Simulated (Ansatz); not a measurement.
Cu vacancy + F interstitial in fcc Cu

These are PBE, PAW (plane waves to 420 eV; Ansatz, a program for electronic structure) values and carry that method's errors. Details: 32-site cell; 6×6×6 shifted k-points; start: the Cu site; off centre in the vacancy; no Hubbard U; energies good to tenths of an eV; the relaxation kept the symmetry of the starting site; relaxed from one start, so a lower configuration may exist.

Neighbours after relaxation, in Å: of the emptied site: F 0.23; of the F atom: Cu 2.44, Cu 2.44, Cu 2.44, Cu 2.44.

Formation energies E_f are those of the neutral cell. Chemical conditions: impurity bounded by its compound with the host (Δμ(Cu) = 0.00 eV, Δμ(F) = -2.25 eV, bounded by CuF2 (P2_1/c); only phases computed here count, gases as isolated molecules at 0 K). Reference phases: Cu: fcc Cu, F: F2 molecule in a box.

```tsv
charge	moment (μB)	point group	largest move off a lattice site (Å)	E_f, impurity bounded by its compound with the host (eV)
0	not spin-polarised	C4v	0.03	1.74
```

Point groups are those of the whole cell at tolerances of 0.03 and 0.1 Å ("near" where only the looser one holds); none is given for unsettled states.
